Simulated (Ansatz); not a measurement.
The parent structure is LaBr3 in the ReO3 type structure (space group Pm-3m, No. 221; a hypothetical phase, not in the database extracts checked).

```
LaBr3
1.0
    5.80291     0.00000     0.00000
    0.00000     5.80291     0.00000
    0.00000     0.00000     5.80291
La Br
1 3
Cartesian
  0.00000   0.00000   0.00000
  2.90146   0.00000   0.00000
  0.00000   0.00000   2.90146
  0.00000   2.90146   0.00000
```

Cartesian axes are those of the cell as printed.

Method: PBEsol in Ansatz (plane waves to 420 eV, PAW, no spin-orbit coupling).

One thing is altered: uniaxial strain ε_xx = −1.44 %, all other strain components held at zero, atoms relaxed at fixed cell.

Predict the stress tensor and what it implies for the stiffness.

Stress of the strained cell less that of the base (GPa, compression positive):
```
   1.16    0.00    0.00
   0.00    0.06    0.00
   0.00    0.00    0.06
```

Then −Δσ_ii/ε with ε = -0.0144 gives secant stiffness values (nonlinear terms included at this strain): C11 ≈ 81 GPa.

No phonon test of stability was made.

Ansatz is an electronic-structure program.
